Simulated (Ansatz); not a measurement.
**A computed series for Si: pressure series**

Consider Si in the diamond structure (space group Fd-3m, No. 227; a = 5.4703 Å).

Cell and atoms are relaxed at each pressure.

Computed with PBE/PAW in Ansatz (a quantum-chemistry and plane-wave program), without spin-orbit coupling.

Candidates:
(a) pressure −2 GPa
(b) pressure 22.5 GPa
(c) pressure 30 GPa
(d) pressure −1 GPa
(e) pressure 2.1 GPa

For the base:

```
Item       Result
--------  -------
Band gap  0.61 eV
```

### Question
Order them by band gap, highest first.

### Answer
(a) pressure −2 GPa (0.65 eV), (d) pressure −1 GPa (0.63 eV), (e) pressure 2.1 GPa (0.57 eV), (b) pressure 22.5 GPa (0.25 eV), (c) pressure 30 GPa (0.15 eV)

Load acts through the strain it causes; cell and atoms are relaxed under it. No phonon test of stability was made. Measured, Si leaves this structure (for the β-tin structure) near 12 GPa (room temperature; as listed in arXiv:1906.07825). A zero or small gap of Si under pressure 22.5 GPa and Si under pressure 30 GPa can be the functional's error rather than a property of the material.
